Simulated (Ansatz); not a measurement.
Start from MgSe in the rock salt structure (space group Fm-3m, No. 225).

```xyz
2
Lattice="0.0000 2.7366 2.7366 2.7366 0.0000 2.7366 2.7366 2.7366 0.0000" Properties=species:S:1:pos:R:3 pbc="T T T"
Se     0.0000     0.0000     0.0000
Mg     2.7366     2.7366     2.7366
```

Computed with r2SCAN, PAW, 500 eV (Ansatz, a quantum-chemistry and plane-wave program; spin-orbit coupling left out), earlier PAW set.

Base values:

The hole mass is 0.20, 0.80, 0.80 mₑ (at Γ) and the electron mass comes out as 0.48 mₑ along k, 0.25 mₑ across (at X).

Perturbation: an isotropic linear strain of +2.22 %; the atoms relax in the strained cell.

What happens to the hole mass and electron mass?

The hole mass (degenerate bands, along [100]) becomes 0.19, 0.86, 0.86 mₑ (at Γ) (base: 0.20, 0.80, 0.80 mₑ (at Γ)); the electron mass goes from 0.48 mₑ along k, 0.25 mₑ across (at X) to 0.47 mₑ along k, 0.25 mₑ across (at X).

The levels and masses belong to the bands next to the band gap. Effective masses come from finite differences of ±0.01 Å⁻¹. Along k means along the line from Γ to the band edge. Whether these cells are dynamically stable was not tested.
